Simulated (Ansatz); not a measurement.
Base system: Al₂O₃ in the corundum structure (space group R-3c, No. 167; a = 4.729 Å, c = 12.892 Å (hexagonal axes)). Axes: x lies along a and z along c of the hexagonal cell.

Level of theory: LDA, PAW, 420 eV (Ansatz, an electronic-structure program; no spin-orbit coupling).

The change: the cell is compressed by 1.50 % along z with no lateral relaxation; the atoms relax in the strained cell.

### Question
Predict the stress tensor and what it implies for the stiffness.

### Answer
Stress of the strained cell less that of the base (GPa, compression positive):
```
   2.03    0.00    0.00
   0.00    2.03    0.00
   0.00    0.00    7.55
```

Then −Δσ_ii/ε with ε = -0.0150 gives secant stiffness values (nonlinear terms included at this strain): C33 ≈ 504 GPa, C13 ≈ 135 GPa and C23 ≈ 135 GPa.

Stability against distortions was not tested.
